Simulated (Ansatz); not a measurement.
Given:

```yaml
crystal:
  lattice:
    - [4.59167, 0.00000, 0.00000]
    - [0.00000, 4.59167, 0.00000]
    - [0.00000, 0.00000, 2.93905]
  atoms:
    - { symbol: Ti, position: [0.50000, 0.50000, 0.50000] }
    - { symbol: Ti, position: [0.00000, 0.00000, 0.00000] }
    - { symbol: O, position: [0.80442, 0.80442, 0.50000] }
    - { symbol: O, position: [0.30442, 0.69558, 0.00000] }
    - { symbol: O, position: [0.69558, 0.30442, 0.00000] }
    - { symbol: O, position: [0.19558, 0.19558, 0.50000] }
```

No spin polarisation.

Computed with PBEsol/PAW in Ansatz (a program for electronic structure), no spin-orbit coupling, earlier PAW set. Γ-centred 7×7×11 mesh, Fermi–Dirac width 0.05 eV.

Q: Predict the band gap and electron mass.

A: 
* **Band gap**: 1.87 eV
* **Electron mass**: 0.54 mₑ along c, 1.1 mₑ across (at Γ)

Masses are band curvatures over ±0.01 Å⁻¹ around the edge. No phonon test of stability was made. The final runs are not spin-polarised. The cell was made from SiO2 by this change: Si → Ti.
